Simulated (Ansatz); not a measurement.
For SnO (model structure, started from the wurtzite type, P6₃mc, No. 186, 4 atoms in the cell), PBE in Ansatz (plane waves, PAW) gives:

| Quantity | Result |
|---|---|
| lattice constant a | 3.360 Å |
| c axis length | 9.231 Å |
| formation enthalpy | -0.969 eV/atom |

Question: What does PBE-D3(BJ) in Ansatz (plane waves, PAW) give for the same quantities?

Answer: 
- lattice constant a: 3.327 Å (drops by 1.0 %)
- lattice parameter c: 8.316 Å (shrinks by 9.9 %)
- formation enthalpy: -0.968 eV/atom (moves by +0.001 eV/atom)

Changes are worked out from the printed values.

Unless a cell is named, each level is at its own relaxed cell (PBE 22.56, PBE-D3(BJ) 19.93 Å³/atom).

Levels without +SOC leave out spin–orbit coupling, which shifts energies and cells of such heavy elements.

Ansatz's density-functional and Hartree–Fock values are scalar-relativistic unless marked +SOC, with PAW data made under PBE.

A model structure was made by putting elements into a prototype or built by hand; it is no filed structure, need not be a known phase, and can be a saddle point held by its symmetry.

Ansatz is a quantum-chemistry and plane-wave program.
